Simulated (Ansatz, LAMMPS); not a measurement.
**Σ41 (001) twist, annealed from start 1, in Ge (diamond structure)**

Cell 26.08 × 26.08 × 28.91 Å, Ge803, 803 atoms. Prepared with Tersoff's 1989 multicomponent potential (SiCGe.tersoff) (LAMMPS): 40 ps at 1300 K, cooling over 40 ps and minimisation with the cell free along the normal, at the potential's lattice parameter; then scaled to the PBE one. 

That structure was relaxed on with PBE, support functions at accuracy medium on the grid of 370 eV in Ansatz (a first-principles code). Basis: localised support functions (accuracy medium) on a full density matrix. k-points: zone centre alone; occupations: Fermi-Dirac, 0.020 eV; spin polarisation not allowed. No spin-orbit coupling.

The relaxation was stopped after a set number of steps, with force components up to 0.184 eV/Å left.

**Question.** What does DFT change in the classical structure?

**Answer.** The energy falls by 8.8 meV an atom over 14 steps; atoms move by 0.151 Å root mean square, 1.25 Å at most.
```json
[
 {"quantity": "3-fold atoms (%)", "classical minimum": "1.6", "after DFT steps": "2.6"},
 {"quantity": "4-fold atoms (%)", "classical minimum": "95.4", "after DFT steps": "95.9"},
 {"quantity": "5-fold atoms (%)", "classical minimum": "2.9", "after DFT steps": "1.4"},
 {"quantity": "6-fold atoms (%)", "classical minimum": "0.1", "after DFT steps": "0.1"},
 {"quantity": "spread of bond angles (°)", "classical minimum": "8.1", "after DFT steps": "7.7"},
 {"quantity": "energy over the crystal(s), each by its own level (eV/atom)", "classical minimum": "0.130", "after DFT steps": "0.084"}
]
```
